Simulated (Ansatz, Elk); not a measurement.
An Ansatz (a program for electronic structure) input for a self-consistent single point of CdO (Fm-3m, 2 atoms in the cell) (DFT, PBE, plane waves, default PAW files):

Ansatz 0.2 input:
```yaml
# CdO
crystal:
  lattice:
    - [0.00000000, 2.30105000, 2.30105000]
    - [2.30105000, 0.00000000, 2.30105000]
    - [2.30105000, 2.30105000, 0.00000000]
  atoms:
    - { symbol: Cd, position: [0.00000000, 0.00000000, 0.00000000] }
    - { symbol: O, position: [0.50000000, 0.50000000, 0.50000000] }
kpoints:
  mp_grid: { grid: [10, 10, 10] }
hamiltonian:
  xc: pbe
  pseudopotentials: { kind: paw }
scf:
  occupations: { method: gaussian, width: 0.0073 Ry }
output:
  forces: true
  eigenvalues: true
  stress: true
```

Task: Translate this input to Elk.

Result: One input that does it (others would too):

```
tasks
  0

xctype
  20

tforce
  .true.

rgkmax
  8.0

gmaxvr
  18.0

lmaxapw
  10

lmaxo
  8

nxlo
  2

lorbcnd
  .true.

lradstp
  2

nrmtscf
  2.0

lmaxi
  4

stype
  0

swidth
  0.00367493

maxscl
  100

scale
  1.889726125

avec
    0.0000000000    2.3010500000    2.3010500000
    2.3010500000    0.0000000000    2.3010500000
    2.3010500000    2.3010500000    0.0000000000

sppath
  'species/'

atoms
  2
  'Cd.in'
  1
  0.0000000000  0.0000000000  0.0000000000    0.0 0.0 0.0
  'O.in'
  1
  0.5000000000  0.5000000000  0.5000000000    0.0 0.0 0.0

ngridk
  10 10 10
```

Basis settings and potentials, where a program has them, do not carry over. This input uses DFT, PBE, all-electron FP-LAPW, Elk's shipped species files, APW+lo basis with extra local orbitals. The width in Ry is rounded to four decimals.

The starting cell comes from a database of computed structures (which also holds hypothetical and non-ambient phases and stackings), without a prior relaxation at this level. Its lattice was rescaled by a random factor within 2.5 % of one. For this run, on top of that: lattice scaled by 0.98.
